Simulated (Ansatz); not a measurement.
Start from ZnS (space group P4_2/mnm, No. 136; a = 6.630 Å, c = 3.861 Å; a hypothetical phase, not in the database extracts checked). Axes: x, y, z lie along a, b, c of the conventional cell.

(Cell as relaxed with PBE.)

Levels (all Ansatz, a quantum-chemistry and plane-wave program, PAW): PBE (420 eV, spin-orbit coupling left out); PBEsol (420 eV, spin-orbit coupling left out).

Each level relaxes its own structure.

```tsv
base	PBE	PBEsol
volume per atom	21.22 Å³	20.22 Å³
lattice parameter a	12.529 bohr	12.317 bohr
band gap	2.17 eV	2.24 eV
```

Now apply this change: a pure shear with ε_xz = ε_zx = 0.0068; the atoms relax in the strained cell.

```tsv
quantity	PBE	PBEsol
band gap	2.15 eV	2.22 eV
stress (xx, yy, zz, yz, xz, xy; compression positive)	(0.01, 0.00, 0.00, 0.00, -0.35, 0.00) GPa	(-0.01, -0.01, 0.00, 0.00, -0.36, 0.00) GPa
energy relative to the base (free energy F)	+0.3 meV/atom	+0.3 meV/atom
valence-band top at Γ (three highest levels, from the VBM)	0.00, -0.02, -0.05 eV	0.00, -0.02, -0.06 eV
shortest interatomic distance	4.398 bohr	4.332 bohr
```

PBE's band gap lies 0.07 eV below PBEsol's; PBE's shortest interatomic distance lies 0.0653 bohr above PBEsol's (1.5 %); the two agree on the energy relative to the base. Neither level is exact; PBEsol is the comparison here, not a measurement.

Whether these cells are dynamically stable was not tested.
